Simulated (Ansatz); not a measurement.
**LiSiN (model structure, started from the NaSnP type, P6₃mc, No. 186, 6 atoms in the cell)**

These are PBEsol (Ansatz, a program for electronic structure, PAW) values and carry that method's errors.

Numerical settings: plane-wave cutoff 520 eV, 12×12×4 k mesh (along the axes of the cell as run), Fermi–Dirac smearing 0.01 eV, scalar-relativistic PAW data made under PBE.

Cell (relaxed at this level):

```
LiNSi
1.0
    2.81583     0.00000     0.00000
   -1.40791     2.43858     0.00000
    0.00000     0.00000     9.22849
Li Si N
2 2 2
Direct
  0.33333   0.66667   0.26993
  0.66667   0.33333   0.76993
  0.00000   0.00000   0.01455
  0.00000   0.00000   0.51455
  0.33333   0.66667   0.60633
  0.66667   0.33333   0.10633
```

For LiSiN (model structure, started from the NaSnP type, P6₃mc, No. 186, 6 atoms in the cell), the band gap is 1.04 eV (on the SCF k mesh) and the Γ–Γ gap is 5.11 eV. The bulk modulus comes out as 97.4 GPa.

Note: the bulk modulus is −V dP/dV from two relaxed cells at ±2 % in volume; the relaxation could raise the start's symmetry but not lower it, so the cell can be a saddle point.

The computed numbers hold no vibrational or temperature effects.

Cost on a shared machine: around 80 core-seconds (rough).

A model structure was made by putting elements into a prototype or built by hand; it is no filed structure, need not be a known phase, and can be a saddle point held by its symmetry.
